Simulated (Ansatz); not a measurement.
Cost and result by functional for the surface energy of the (101) surface of tetragonal MoSi2 in its 1x1 cell (cut with top plane Si, bottom plane Si), outermost plane spacing 1.00 Å in the ideal cut, in Ansatz (plane waves, PAW). Single points on the PBE structure, on one kind of machine; costs are rough ratios of the slab run's core time (references not counted) to the cheapest single point. r2SCAN's cost holds its higher cutoff (500 against 420 eV). Differences are taken against r2SCAN for comparison alone: no measured value is at hand, so the table doesn't rank accuracy.

Set-up: 12 atoms, Mo4Si8, 10.9 Å thick at the start; mesh 12x9x1; 0.1 eV smearing; dipole correction on; all atoms relaxed; held to the part of the start's symmetry that mesh and held atoms allow; no spin, no spin-orbit, no U. These notes are the PBE run's.

```
functional                     relative cost  surface energy (J/m²)  less r2SCAN (J/m²)
-----------------------------  -------------  ---------------------  ------------------
LDA                                        1                   2.54                0.21
PBEsol                                     1                   2.49                0.16
RPBE                                       1                   2.04               -0.28
r2SCAN                                     2                   2.33                0.00
PBE (the relaxed run's value)              –                   2.19               -0.13
```

The values span 0.49 J/m², while the single points' costs differ by a factor of roughly 2. Differences are of unrounded values.

Ansatz is a first-principles code.
